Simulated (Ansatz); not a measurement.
## SiO2 (space group P3_121, No. 152)

```xyz
9
Lattice="5.0204 0.0000 0.0000 -2.5102 4.3478 0.0000 0.0000 0.0000 5.5090" Properties=species:S:1:pos:R:3 pbc="T T T"
Si     2.3919     0.0000     1.8363
Si    -1.1959     2.0714     3.6727
Si     1.3143     2.2764     0.0000
O      1.4382     1.1128     1.1326
O      3.3376     0.6891     2.9689
O      2.7549     2.5459     4.8053
O     -1.0720     3.2350     2.5401
O      0.2446     1.8019     4.3764
O      0.8274     3.6587     0.7037
```

Computed with Ansatz (a quantum-chemistry and plane-wave program), PBE, PAW, cutoff 420 eV, no spin-orbit coupling, earlier PAW set. Γ-centred 8×8×6 mesh, Fermi–Dirac width 0.05 eV.

```yaml
volume_per_atom: 13.36 Å³
density: 2.49 g/cm³
band_gap: 5.68 eV, indirect, K → Γ
electron_mass: 0.51 mₑ
Lowest conduction-band minima above the VBM: Γ 5.68 eV
total_energy: -591.363 eV/atom (σ→0; compares only within this code and set-up)
```

Effective masses come from finite differences of ±0.01 Å⁻¹. Whether these cells are dynamically stable was not tested.
